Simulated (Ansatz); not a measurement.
Consider O vacancy in monoclinic ZrO2 strained by +1.5 % along x and y, z held, charge state +2. These are PBE, PAW (plane waves to 420 eV; Ansatz, a quantum-chemistry and plane-wave program) values and carry that method's errors.

Cell of 96 host sites held at the strained lattice (strain from the relaxed PBE one, atoms relaxed); the Γ point alone; Fermi-Dirac width 0.01 eV, spin-restricted; finite-size errors left in. Energies are static. The charge state is imposed; whether it is stable for some Fermi level was not computed. Forms of the defect that were not tried may lie lower.

Barriers: single points on a 2×2×2 k-point mesh shifted by half a step at the bands' geometries.

The step: a nearby O atom hops onto the vacant site. Atoms about the jump, Cartesian Å from the middle of the jump, before and after:

| atom | x0 | y0 | z0 | x1 | y1 | z1 |
|---|---|---|---|---|---|---|
| O1 | -0.46 | -0.81 | 0.65 | 0.46 | 0.81 | -0.65 |
| Zr2 | 1.28 | 0.14 | 1.25 | 1.49 | 0.35 | 1.17 |
| Zr3 | -1.49 | -0.35 | -1.17 | -1.28 | -0.14 | -1.25 |
| O4 | 0.01 | 1.71 | 1.81 | 0.03 | 1.64 | 1.89 |
| O5 | -0.03 | -1.64 | -1.89 | -0.01 | -1.71 | -1.81 |
| O6 | -2.43 | 1.33 | 0.12 | -2.38 | 1.37 | 0.12 |
| O7 | 2.38 | -1.37 | -0.12 | 2.43 | -1.33 | -0.12 |
| O8 | -2.91 | -1.42 | -0.16 | -2.43 | -1.34 | 0.02 |
| O9 | 2.43 | 1.34 | -0.02 | 2.91 | 1.42 | 0.16 |
| O10 | 1.98 | -1.30 | 2.55 | 1.97 | -1.23 | 2.49 |
| O11 | -1.97 | 1.23 | -2.49 | -1.98 | 1.30 | -2.55 |
| Zr12 | -1.71 | -2.42 | 1.53 | -1.86 | -2.61 | 1.67 |
| Zr13 | 1.86 | 2.61 | -1.67 | 1.71 | 2.42 | -1.53 |
| Zr14 | -1.70 | 2.89 | 1.54 | -1.69 | 2.89 | 1.53 |
| Zr15 | 1.69 | -2.89 | -1.53 | 1.70 | -2.89 | -1.54 |
| O16 | -0.89 | -1.67 | 3.37 | -0.88 | -1.59 | 3.26 |
| O17 | 0.88 | 1.59 | -3.26 | 0.89 | 1.67 | -3.37 |
| O18 | 0.02 | -3.54 | 1.85 | 0.01 | -3.49 | 1.78 |
| O19 | -0.01 | 3.49 | -1.78 | -0.02 | 3.54 | -1.85 |

Question: Where do these atoms stand at the saddle point, and how high is it?

Answer: 
| atom | x | y | z |
|---|---|---|---|
| O1 | 0.00 | 0.00 | -0.01 |
| Zr2 | 1.46 | 0.27 | 1.22 |
| Zr3 | -1.46 | -0.28 | -1.24 |
| O4 | 0.08 | 1.76 | 1.90 |
| O5 | -0.08 | -1.77 | -1.91 |
| O6 | -2.46 | 1.36 | 0.13 |
| O7 | 2.46 | -1.37 | -0.14 |
| O8 | -2.70 | -1.44 | -0.07 |
| O9 | 2.69 | 1.43 | 0.05 |
| O10 | 1.99 | -1.27 | 2.52 |
| O11 | -2.00 | 1.26 | -2.54 |
| Zr12 | -1.87 | -2.61 | 1.64 |
| Zr13 | 1.86 | 2.60 | -1.65 |
| Zr14 | -1.68 | 2.88 | 1.54 |
| Zr15 | 1.67 | -2.89 | -1.56 |
| O16 | -0.88 | -1.59 | 3.24 |
| O17 | 0.87 | 1.58 | -3.26 |
| O18 | 0.00 | -3.48 | 1.77 |
| O19 | -0.01 | 3.47 | -1.79 |
It lies 0.48 eV above the start and 0.48 eV above the end. The saddle point's order was not checked, and it lies on a symmetry element of the cell, where a band can be held.
